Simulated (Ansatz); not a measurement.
A periodic model of amorphous In$_{9}$Ga$_{9}$Zn$_{9}$O$_{37}$Li$_{2}$:

```xyz
66
Lattice="10.0142 0.2207 -0.2569 0.2207 8.5903 0.0905 -0.2569 0.0905 9.5267" Properties=species:S:1:pos:R:3 pbc="T T T"
In     5.8125     3.6261     5.7377
In     1.4973     3.9049     3.6564
In     3.2649     6.2785     0.7300
In     4.7126     0.4741     7.3054
In     9.6349     2.0308     6.2425
In     2.9809     1.5554     0.4632
In     4.7359     3.9967     8.8376
In     4.5459     1.5764     3.6372
In     1.0842     4.1162     0.0323
Ga     2.4135     2.8349     6.8143
Ga     9.5036     1.5839     0.3367
Ga     4.4985     7.0739     4.2996
Ga     0.3660     6.9824     5.2157
Ga     5.1569     4.5005     2.8810
Ga     6.3502     1.2464     0.6982
Ga     9.8683     6.8993     1.9125
Ga     8.1145     4.5504     7.7564
Ga     7.4566     8.1401     5.3781
Zn     0.9162     7.9410     8.6731
Zn     8.1272     8.0572     8.5391
Zn     6.6398     6.1188    -0.0218
Zn     6.6737     7.2256     2.3904
Zn     8.0794     2.1173     3.4144
Zn     8.1836     4.1605     1.5148
Zn     8.4970     4.9924     4.4188
Zn     2.2218     0.2501     5.4046
Zn     2.6167     5.8610     6.8479
O      0.9283     8.2106     6.5410
O      0.7972     3.2326     7.6614
O      2.4886     8.1946     0.7141
O      1.0753     2.0861     1.3061
O      8.2357     3.7567     6.0561
O      4.7498     1.3220     1.5919
O      2.8427     1.2729     7.8461
O      8.2570     1.0487     4.9653
O      1.1986     5.3154     1.8768
O      4.5721     6.3206     2.4411
O      7.9495     1.8309     1.4735
O      0.4645     7.7527     3.5494
O      6.2627     4.6355     7.5136
O      8.7893     3.6500     9.3139
O      6.6649     7.9502     7.0565
O      1.4584     5.4561     5.1932
O      3.5533     3.5082     3.3242
O      6.1866     4.4127     1.1803
O      1.5386     2.2021     5.2483
O      4.7527     1.8169     5.7065
O      3.8983     7.3553     6.1518
O      3.3349     8.5665     3.7996
O      3.2011     3.7127     0.3550
O      8.2489     6.0385     2.4261
O      9.0635     1.0694     8.0438
O      5.5262     5.4470     4.6266
O      5.5885     2.0046     8.5828
O      8.2271     6.1235     8.7229
O      8.6236     6.6799     5.3537
O      9.7933     8.1620     0.5709
O      6.2669     3.0388     3.6705
O      6.1382     8.1797     4.0163
O      4.5582     6.2583     8.8240
O      1.5978     6.0522     8.5694
O      3.6815     4.1551     6.8702
O      9.3668     3.6873     3.2453
O      6.8694     8.0103     0.5956
Li     5.3997     6.3139     6.9966
Li     1.8326     8.6062     2.5671
```

The numbers are results of PBE, scalar-relativistic without spin-orbit coupling (plane waves to 420 eV, PAW; Ansatz, a first-principles code), not measurements.

A CHGNet melt-quench gave the starting glass, which DFT then relaxed. O atoms were pushed apart under 1.9 Å during the dynamics, to hinder bonds among them. The hot cell started wider than the set density and was brought back towards it in steps. It is the lowest in DFT energy of 2 quenches. It is a model cell: composition and starting density were chosen by hand, and all elements were melted together. No dispersion term was used. Its density started from a set value of 5.79 and ended at 5.79 g/cm³. The quench (nominally 210 K/ps over its main leg) was far faster than any real one, so the model tends to hold more defects than a real film. A cell of this size samples the disorder only roughly. The volume was held where the preparation left it and the shape relaxed, at a PBE pressure of 1.6 GPa. Stress components on the final sampling reach 1.7 GPa.

Cut-offs for bonds: In-In 3.12 Å, In-Ga 2.90 Å, In-Zn 2.90 Å, In-O 2.74 Å, In-Li 2.99 Å, Ga-Ga 2.68 Å, Ga-Zn 2.68 Å, Ga-O 2.26 Å, Ga-Li 2.77 Å, Zn-Zn 2.68 Å, Zn-O 2.44 Å, Zn-Li 2.77 Å, O-O 1.58 Å, O-Li 2.33 Å, Li-Li 2.86 Å. Two cations that share two anions don't count as bonded, nor two that share one unless they lie closer than In-In 3.04 Å, In-Ga 2.82 Å, In-Zn 2.82 Å, In-Li 2.91 Å, Ga-Ga 2.61 Å, Ga-Zn 2.61 Å, Ga-Li 2.70 Å, Zn-Zn 2.61 Å, Zn-Li 2.70 Å, Li-Li 2.78 Å.

**Question.** Give the coordination numbers, mean bond lengths and angles.

**Answer.** 
```yaml
Mean coordination of In by anions: 5.67 (3 with 5, 6 with 6); 1 close contacts or bonds to cations besides
Mean coordination of Ga by anions: 4.33 (6 with 4, 3 with 5)
Mean coordination of Zn by anions: 4.33 (6 with 4, 3 with 5); 1 close contacts or bonds to cations besides
Mean coordination of O: 3.68 (13 with 3, 23 with 4, 1 with 5)
Mean coordination of Li by anions: 3.50 (1 with 3, 1 with 4); 2 close contacts or bonds to cations besides
Mean In-O bond: 2.214 Å (spread 0.127 Å, 51 counted)
Mean Ga-O bond: 1.913 Å (spread 0.063 Å, 39 counted)
Mean Zn-O bond: 2.062 Å (spread 0.107 Å, 39 counted)
Mean O-Li bond: 1.985 Å (spread 0.055 Å, 7 counted)
Bond angle at In: mean 104.3°, spread 30.3°
Bond angle at Ga: mean 108.0°, spread 19.7°
Bond angle at Zn: mean 107.4°, spread 24.4°
Bond angle at O: mean 109.8°, spread 17.8°
Bond angle at Li: mean 100.5°, spread 32.2°
```

**Question.** List the pairs of like atoms that count as bonded by the rules above.

**Answer.** There are none by these rules.
